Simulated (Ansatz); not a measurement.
Consider the following.

```
CELL_PARAMETERS angstrom
      3.51762     0.00000     0.00000
     -1.75881     3.04635     0.00000
      0.00000     0.00000    13.77811
ATOMIC_POSITIONS crystal
  Te 0.66667 0.33333 0.38146
  Te 0.33333 0.66667 0.88146
  Te 0.33333 0.66667 0.61854
  Te 0.66667 0.33333 0.11854
  Mo 0.66667 0.33333 0.75000
  Mo 0.33333 0.66667 0.25000
```

No spin polarisation.

Computed with PBE-D3(BJ) (Ansatz, an electronic-structure program), spin-orbit coupling left out. Settings: 11×11×3 k-points, 0.05 eV Fermi–Dirac smearing.

Problem. Predict the band gap, space group, valence-band top at Γ and pressure.

Solution. 
- Band gap: 0.63 eV
- Space group: P6_3/mmc (No. 194)
- Valence-band top at Γ (three highest levels, from the VBM): 0.00, -0.21, -1.04 eV
- Pressure (mean of the normal stresses, compression positive): -0.86 GPa

With Te present, leaving out spin-orbit coupling can change the band edges. The cells carry an imposed strain or load. Stability against distortions was not tested. The cell was made from MoTe2 (space group P6_3/mmc, No. 194; layered, stacked along the Cartesian z axis) by this change: isotropic strain +0.60 %.
